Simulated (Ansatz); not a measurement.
A computed series for CdS: pressure series

The reference is CdS in the zinc blende structure (space group F-43m, No. 216; a = 5.824 Å).

Cell and atoms are relaxed at each pressure.

Level of theory: Ansatz (a first-principles code), PBEsol, PAW, cutoff 420 eV, spin-orbit coupling left out.

Candidates:
(a) pressure 9 GPa
(b) pressure 15 GPa
(c) pressure 0.9 GPa

For the base:

```
Quantity    Value
--------  -------
Band gap  1.01 eV
```

**Question.** Order them by band gap, highest first.

**Answer.** (b) pressure 15 GPa (1.32 eV), (a) pressure 9 GPa (1.23 eV), (c) pressure 0.9 GPa (1.04 eV)

Load acts through the strain it causes; cell and atoms are relaxed under it. Whether these cells are dynamically stable was not tested. Tetrahedral semiconductors of this kind turn to denser phases somewhere between about 1 and 50 GPa; those were not computed, so compressed cells here can lie past the real transition.
